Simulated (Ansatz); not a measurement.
# GaN: response to strain

Consider GaN in the wurtzite structure (space group P6_3mc, No. 186; a = 3.2184 Å, c = 5.2432 Å).

Strains are applied to the cell and any free atomic positions relax.

All numbers come from plane-wave PAW DFT at the PBE level (Ansatz, an electronic-structure program, 420 eV), no SOC.

Notes on the quantities. energy relative to the base: free energy F.

```
change                    volume per atom  energy relative to the base  band gap
------------------------  ---------------  ---------------------------  --------
base                             11.76 Å³                   0 meV/atom   1.71 eV
isotropic strain −3.00 %         10.73 Å³                 +57 meV/atom   2.32 eV
isotropic strain −2.40 %         10.93 Å³                   (withheld)   2.19 eV
isotropic strain −1.80 %         11.13 Å³                 +20 meV/atom   2.07 eV
isotropic strain −1.20 %         11.34 Å³                   (withheld)   1.95 eV
isotropic strain −0.60 %         11.55 Å³                +2.1 meV/atom   1.83 eV
```

**Question.** What belongs in the blanks?

**Answer.** 
- isotropic strain −2.40 %, energy relative to the base: +36 meV/atom
- isotropic strain −1.20 %, energy relative to the base: +8.6 meV/atom

No phonon test of stability was made.
